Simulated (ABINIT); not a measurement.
ABINIT run on ZrNbB2 (Amm2, 4 atoms in the cell): self-consistent single point.

Level of theory: PBEsol, PAW (JTH v2.0 PBE PAW, files made for PBE) (plane waves; ABINIT).

```xyz
4
Lattice="3.1930 0.0000 0.0000 0.0000 1.7134 4.5920 0.0000 -1.7134 4.5920" Properties=species:S:1:pos:R:3 pbc="T T T"
Zr     0.0000     0.0000     1.3626
Nb     1.5965     0.0000     7.9144
B      1.5965     0.0000     5.0325
B      0.0000     0.0000     4.0582
```

Reference input (self-consistent single point, DFT, PBEsol, plane waves, PAW (JTH v2.0 PBE PAW, files made for PBE)): pseudos = [Zr.GGA_PBE-JTH.xml, Nb.GGA_PBE-JTH.xml, B.GGA_PBE-JTH.xml]; ecut = 20 Ha; pawecutdg = 40 Ha; pawxcdev = 0; ixc = -116133; occopt = 7; tsmear = 0.00499791 Ha; ngkpt = 6 6 6; nshiftk = 1; shiftk = 0 0 0; potentials = JTH v2.0 PBE PAW; nband = 22. This run's input differs from it in these lines:

```diff
@@ -23,6 +23,6 @@
 occopt 7
-tsmear 0.00499791
+tsmear 0.00110248
 nband 22
 kptopt 1
-ngkpt 6 6 6
+ngkpt 9 9 9
 nshiftk 1
```

Output (repeated stretches shortened):

```
--- !BeginCycle
solver: {iscf: 17, nstep: 80, nline: 4, wfoptalg: 10, }
tolerances: {tolvrs: 1.00E-12, }
...

     iter   Etot(hartree)      deltaE(h)  residm     nres2
 ETOT  1  -110.69376241999    -1.107E+02 6.188E-01 3.359E+01
 ETOT  2  -110.85899758956    -1.652E-01 3.572E-02 6.666E+00
 ETOT  3  -110.85198252952     7.015E-03 2.151E-02 7.190E-01
 ETOT  4  -110.85258127093    -5.987E-04 7.074E-03 3.205E-01
 ETOT  5  -110.85193094420     6.503E-04 2.877E-03 1.442E-03
   [... 5 lines left out ...]
 ETOT 11  -110.85195398823     5.029E-11 3.527E-04 1.206E-09
 ETOT 12  -110.85195398823     2.856E-12 2.870E-04 3.781E-11
 ETOT 13  -110.85195398823    -9.379E-13 1.817E-04 7.571E-12
 ETOT 14  -110.85195398823     5.400E-13 1.262E-04 4.123E-13
 At SCF step   14       nres2   =  4.12E-13 < tolvrs=  1.00E-12 =>converged.

 Cartesian components of stress tensor (hartree/bohr^3)
  sigma(1 1)=  2.03388069E-04  sigma(3 2)=  0.00000000E+00
  sigma(2 2)=  2.47249660E-04  sigma(3 1)=  0.00000000E+00
  sigma(3 3)=  2.39366792E-04  sigma(2 1)=  0.00000000E+00

 ----iterations are completed or convergence reached----

 reduced coordinates (array xred) for    4 atoms
       0.000000000000      0.148370000002      0.148370000002
       0.500000000000      0.861770000012      0.861770000012
       0.500000000000      0.547970000008      0.547970000008
       0.000000000000      0.441880000006      0.441880000006
 cartesian forces (eV/Angstrom) at end:
    1     -0.00000000000000     0.00000000000000    -0.04326734599749
   [... lines left out ...]
 Fermi (or HOMO) energy (eV) =  12.04365   Average Vxc (eV)= -12.43133
   [... lines left out ...]
'-kT*entropy'       : -3.54797531566138E-05
total_energy        : -1.10851953987001E+02
total_energy_eV     : -3.01643507157134E+03
...

-Cartesian components of stress tensor (GPa)         [Pressure= -6.7669E+00 GPa]
- sigma(1 1)=  5.98388257E+00  sigma(3 2)=  0.00000000E+00
- sigma(2 2)=  7.27433493E+00  sigma(3 1)=  0.00000000E+00
- sigma(3 3)=  7.04241298E+00  sigma(2 1)=  0.00000000E+00

 Calculation completed.
```

The run converged in 14 iterations. Against the reference run the free energy goes up by 1.5 meV/atom, the pressure stays near -6.77 GPa while the yy stress (positive for compression) goes from -8.06 to -7.27 GPa and the largest force goes from 0.137 to 0.088 eV/Å.

The starting cell comes from a database of computed structures (which also holds hypothetical and non-ambient phases and stackings), without a prior relaxation at this level. Spin polarisation is off. The potentials were made for another functional than the one used. With a pressure of about -7 GPa the cell is away from its equilibrium volume at this level.

Cost on one core of a shared machine: roughly 5 min.
